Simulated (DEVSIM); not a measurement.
## illuminated Si n-on-p cell, one wavelength

Device: illuminated Si n-on-p cell, one wavelength, at 300 K.

| layer (left to right) | material | thickness (μm) | Nd (cm⁻³) | Na (cm⁻³) | τn (s) | τp (s) | absorption coefficient (cm⁻¹) |
|---|---|---|---|---|---|---|---|
| 1 | Si | 0.400 | 4.9e18 | - | 5.4e-6 | 3.9e-5 | 51000 |
| 2 | Si | 51.0 | - | 2.6e17 | 4.9e-5 | 4.9e-5 | 51000 |

Left contact: ohmic, minority hole recombination velocity 70000 cm/s. Right contact: ohmic, minority electron recombination velocity 10000 cm/s. Voltage is applied to the left contact. Recombination: SRH at mid-gap, radiative, Auger. Gap narrowing is on: ΔEg = 6.92 meV × (l + √(l² + 0.5)), l = ln(N/1.3e17 cm⁻³), shared equally by both band edges. Light enters at the left, 1.9e17 photons cm⁻² s⁻¹, one pass, no reflection. Mobility is constant in doping.

This is a model device: material constants are rounded textbook-type values typed into the input, and sizes, dopings and lifetimes were drawn at random. Values at 300 K.

```tsv
parameter	Si
gap (eV)	1.124
affinity (eV)	4.05
permittivity	11.7
Nc (cm⁻³)	2.86e19
Nv (cm⁻³)	3.1e19
μn (cm²/Vs)	1417
μp (cm²/Vs)	470
B (cm³/s)	4.7e-15
Cn (cm⁶/s)	2.8e-31
Cp (cm⁶/s)	9.9e-32
```

Model (solved in DEVSIM): 1D drift-diffusion, Boltzmann statistics, complete ionisation; no tunnelling, impact ionisation, image-force lowering or self-heating.

- Potential step across the device at zero bias: 0.924 V
- Largest field in the device at zero bias: 260000 V/cm
- Dark forward voltage at 1 A/cm²: 0.696 V
- Dark forward voltage at 100 A/cm²: 0.831 V
- Short-circuit current: 27.1 mA/cm²
- Open-circuit voltage: 0.603 V
- Fill factor: 0.83
- Largest power: 13.5 mW/cm²
- Share of generated pairs collected at short circuit: 0.891

Dark forward current:

(V (V), J (A/cm²)): (-0.20, -5.2e-9); (-0.25, -3.4e-8); (-0.30, -2.3e-7); (-0.35, -1.5e-6); (-0.40, -1.1e-5); (-0.45, -7.3e-5); (-0.50, -0.00051); (-0.55, -0.0035); (-0.60, -0.024); (-0.65, -0.17); (-0.70, -1.2); (-0.75, -7.6); (-0.80, -43); (-0.85, -170); (-0.90, -480); (-0.95, -1100); (-1.00, -2100)

Current under light (generator sign):

| V (V) | J (mA/cm²) |
|---|---|
| 0.00 | 27.1 |
| 0.08 | 27.1 |
| 0.18 | 27.1 |
| 0.26 | 27.1 |
| 0.36 | 27.1 |
| 0.46 | 27.0 |
| 0.48 | 26.9 |
| 0.50 | 26.6 |
| 0.52 | 26.0 |
| 0.54 | 24.7 |
| 0.56 | 21.9 |
| 0.58 | 15.9 |
| 0.60 | 2.81 |
| 0.62 | -25.5 |
